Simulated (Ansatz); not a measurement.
```
CELL_PARAMETERS angstrom
      4.30054     0.00000     0.00000
     -2.15027     3.72438     0.00000
      0.00000     0.00000     5.08123
ATOMIC_POSITIONS crystal
  Se 0.23166 0.00000 0.83333
  Se 0.00000 0.23166 0.16667
  Se 0.76834 0.76834 0.50000
```

No spin polarisation.

Computed with Kohn–Sham DFT with the PBE functional, run in Ansatz (an electronic-structure program) with PAW and 420 eV plane waves, without spin-orbit coupling. Γ-centred 8×8×7 mesh, Fermi–Dirac width 0.05 eV.

Question: Predict the gap character, electron mass, band gap and smallest direct gap.

Answer: 
```json
{
 "gap_character": "indirect, L–H (40 % along) → H",
 "electron_mass": "0.13 mₑ along c, 0.22 mₑ across (at H)",
 "band_gap": "0.80 eV",
 "smallest_direct_gap": "0.93 eV"
}
```

Load acts through the strain it causes; cell and atoms are relaxed under it. Effective masses come from finite differences of ±0.01 Å⁻¹. Whether these cells are dynamically stable was not tested. The cell was made from Se (space group P3_121, No. 152; made of chains) by this change: pressure 0.7 GPa. No dispersion term is included, though the crystal is made of layers, chains or molecules, so its spacings can come out too wide.
